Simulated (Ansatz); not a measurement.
**Elastic constant C11 of fluorite HfO2 (high-temperature phase) at several levels of theory**

No measured value is used here.

| level (code) | value (GPa) | cell (Å³/atom) |
|---|---|---|
| LDA (Ansatz) | ? | 10.42 |
| PBE (Ansatz) | 547 | 11.04 |
| r²SCAN (Ansatz) | 599 | 10.78 |
| PBE0 (Ansatz) | 601 | 10.77 |

Q: Some entries are withheld; supply them.

A: 
- LDA (Ansatz, a quantum-chemistry and plane-wave program), value (GPa): 608

Density-functional levels without +SOC have no spin–orbit coupling. LDA, PBE, r²SCAN, PBE0: symmetry holds this phase in the static calculation, where it need not be a minimum. Each level is taken at its own relaxed cell. Cutoffs differ between the levels. Ansatz's density-functional and Hartree–Fock values are scalar-relativistic unless marked +SOC, with PAW data made under PBE.
